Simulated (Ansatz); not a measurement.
Start from Nb in the bcc (W type) structure (space group Im-3m, No. 229; a = 3.273 Å; relaxed with 0.1 eV smearing). Axes: x, y, z lie along the cube axes.

Method: Ansatz (a first-principles code) PBEsol, no SOC.

Now apply this change: tensile biaxial strain of 0.50 % in the plane normal to [001], as in epitaxy on a mismatched substrate; the out-of-plane cell vector and the atoms relax.

Task: How does this affect the energy relative to the base and out-of-plane strain?

Result: The energy increases by 0.7 meV/atom; the out-of-plane strain comes out as -0.54 %.

No phonon test of stability was made. The final runs are not spin-polarised.
